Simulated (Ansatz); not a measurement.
System: Nb-vacancy pair (Nb on one host Ti site, one O site vacant) in rutile TiO2 (charge state +3). All values below come from PBE, PAW (plane waves to 420 eV; Ansatz, a first-principles code).

Cell of 72 host sites held at the relaxed PBE lattice; one k-point at (0.250, 0.250, 0.250); Fermi-Dirac width 0.01 eV, spin-restricted; finite-size errors left in. Energies are static. The charge state is imposed; whether it is stable for some Fermi level was not computed. Forms of the defect that were not tried may lie lower. The start lies 0.46 eV above the lowest site run (PBE).

Barriers: single points on a 2×2×2 k-point mesh shifted by half a step at the bands' geometries.

Relaxed starting cell (atoms counted from 1):

```yaml
crystal:
  lattice:
    - [9.28699, 0.00000, 0.00000]
    - [0.00000, 9.28699, 0.00000]
    - [0.00000, 0.00000, 8.89145]
  atoms:
    - { symbol: Nb, position: [0.97671, 0.97669, 0.00083] }
    - { symbol: Ti, position: [0.00427, 0.00099, 0.33770] }
    - { symbol: Ti, position: [0.00564, 0.00344, 0.66660] }
    - { symbol: Ti, position: [0.00590, 0.49577, 0.00547] }
    - { symbol: Ti, position: [0.99041, 0.50970, 0.33418] }
    - { symbol: Ti, position: [0.99919, 0.48726, 0.66739] }
    - { symbol: Ti, position: [0.50147, 0.99946, 0.98792] }
    - { symbol: Ti, position: [0.49207, 0.01007, 0.32825] }
    - { symbol: Ti, position: [0.49757, 0.98752, 0.65917] }
    - { symbol: Ti, position: [0.49840, 0.49881, 0.00687] }
    - { symbol: Ti, position: [0.50931, 0.50460, 0.34298] }
    - { symbol: Ti, position: [0.50719, 0.50670, 0.66970] }
    - { symbol: Ti, position: [0.26882, 0.27003, 0.18371] }
    - { symbol: Ti, position: [0.23431, 0.24363, 0.49741] }
    - { symbol: Ti, position: [0.27298, 0.26667, 0.81236] }
    - { symbol: Ti, position: [0.25974, 0.75137, 0.17315] }
    - { symbol: Ti, position: [0.24705, 0.74146, 0.50534] }
    - { symbol: Ti, position: [0.25189, 0.74255, 0.83953] }
    - { symbol: Ti, position: [0.75213, 0.25774, 0.17271] }
    - { symbol: Ti, position: [0.74537, 0.24405, 0.50634] }
    - { symbol: Ti, position: [0.74320, 0.25223, 0.83974] }
    - { symbol: Ti, position: [0.72720, 0.74757, 0.17081] }
    - { symbol: Ti, position: [0.76255, 0.76855, 0.49859] }
    - { symbol: Ti, position: [0.74923, 0.72735, 0.82488] }
    - { symbol: O, position: [0.15619, 0.15557, 0.32614] }
    - { symbol: O, position: [0.15687, 0.15458, 0.66942] }
    - { symbol: O, position: [0.15065, 0.65162, 0.99664] }
    - { symbol: O, position: [0.15265, 0.65320, 0.33064] }
    - { symbol: O, position: [0.15171, 0.65158, 0.66595] }
    - { symbol: O, position: [0.65323, 0.14950, 0.99735] }
    - { symbol: O, position: [0.65376, 0.15114, 0.33043] }
    - { symbol: O, position: [0.65397, 0.15040, 0.66575] }
    - { symbol: O, position: [0.64946, 0.64771, 0.99810] }
    - { symbol: O, position: [0.65469, 0.65313, 0.33711] }
    - { symbol: O, position: [0.65397, 0.65330, 0.65942] }
    - { symbol: O, position: [0.10089, 0.39496, 0.15976] }
    - { symbol: O, position: [0.09757, 0.39979, 0.49835] }
    - { symbol: O, position: [0.09984, 0.39395, 0.83231] }
    - { symbol: O, position: [0.10404, 0.90951, 0.16013] }
    - { symbol: O, position: [0.09925, 0.90573, 0.49786] }
    - { symbol: O, position: [0.10340, 0.90965, 0.83586] }
    - { symbol: O, position: [0.59507, 0.40065, 0.16516] }
    - { symbol: O, position: [0.59961, 0.40296, 0.49846] }
    - { symbol: O, position: [0.59585, 0.40128, 0.83031] }
    - { symbol: O, position: [0.59595, 0.89993, 0.16477] }
    - { symbol: O, position: [0.60052, 0.90251, 0.49770] }
    - { symbol: O, position: [0.59510, 0.90123, 0.83113] }
    - { symbol: O, position: [0.39641, 0.09955, 0.16319] }
    - { symbol: O, position: [0.40161, 0.09587, 0.49756] }
    - { symbol: O, position: [0.39564, 0.09781, 0.83468] }
    - { symbol: O, position: [0.40228, 0.59434, 0.16465] }
    - { symbol: O, position: [0.40481, 0.59751, 0.49819] }
    - { symbol: O, position: [0.40196, 0.59369, 0.83054] }
    - { symbol: O, position: [0.91053, 0.10291, 0.15998] }
    - { symbol: O, position: [0.90775, 0.09793, 0.49815] }
    - { symbol: O, position: [0.91162, 0.10195, 0.83537] }
    - { symbol: O, position: [0.90356, 0.59463, 0.16385] }
    - { symbol: O, position: [0.90388, 0.59904, 0.49850] }
    - { symbol: O, position: [0.90080, 0.59411, 0.83004] }
    - { symbol: O, position: [0.34271, 0.34077, 0.99775] }
    - { symbol: O, position: [0.35092, 0.35151, 0.34116] }
    - { symbol: O, position: [0.35307, 0.34955, 0.65480] }
    - { symbol: O, position: [0.34917, 0.84367, 0.99819] }
    - { symbol: O, position: [0.34909, 0.84690, 0.33155] }
    - { symbol: O, position: [0.34782, 0.84499, 0.66373] }
    - { symbol: O, position: [0.84516, 0.34787, 0.99797] }
    - { symbol: O, position: [0.84744, 0.34802, 0.33161] }
    - { symbol: O, position: [0.84767, 0.34610, 0.66406] }
    - { symbol: O, position: [0.83893, 0.83762, 0.99835] }
    - { symbol: O, position: [0.84971, 0.84980, 0.32616] }
    - { symbol: O, position: [0.85062, 0.84819, 0.67080] }
```
Cell charge +3.

End state 1 differs by these moves (Å; atoms that move under 0.08 Å are left out):

```csv
atom,element,Δx,Δy,Δz
1,Nb,0.19,0.23,0.05
2,Ti,-0.09,-0.08,0.07
3,Ti,-0.13,-0.10,0.00
4,Ti,0.06,-0.04,-0.07
5,Ti,0.08,-0.10,0.03
6,Ti,0.09,0.18,-0.08
7,Ti,0.05,-0.04,0.06
8,Ti,0.06,-0.09,-0.05
9,Ti,0.09,0.20,0.08
10,Ti,0.22,0.25,-0.04
11,Ti,-0.09,-0.07,-0.06
12,Ti,-0.10,-0.08,0.03
13,Ti,-0.31,-0.36,0.01
14,Ti,0.32,0.10,0.00
15,Ti,-0.35,-0.34,-0.01
16,Ti,-0.09,-0.10,0.00
17,Ti,0.11,0.10,0.01
18,Ti,0.02,0.11,0.00
19,Ti,-0.11,-0.05,0.00
20,Ti,0.06,0.11,0.00
21,Ti,0.09,0.06,0.00
22,Ti,0.36,-0.03,0.01
23,Ti,-0.30,-0.17,0.00
24,Ti,0.15,0.14,0.00
25,O,-0.06,-0.06,0.12
26,O,-0.06,-0.05,-0.13
33,O,0.07,0.13,0.00
34,O,-0.02,-0.02,-0.08
38,O,0.06,0.07,0.02
41,O,-0.04,-0.04,-0.06
50,O,0.06,0.07,-0.01
54,O,-0.06,-0.01,0.05
56,O,-0.06,-0.01,-0.06
60,O,-1.70,-1.68,0.00
61,O,-0.06,-0.05,-0.13
62,O,-0.08,-0.03,0.13
69,O,0.10,0.11,0.00
70,O,-0.03,-0.03,0.07
71,O,-0.04,-0.02,-0.08
```

Q: What forward and backward barriers to end state 1 does PBE, PAW give?

A: forward 0.79 eV, backward 1.04 eV; at the saddle point atom 60 has neighbours 2 Ti at 1.77 Å. The saddle point's order was not checked.
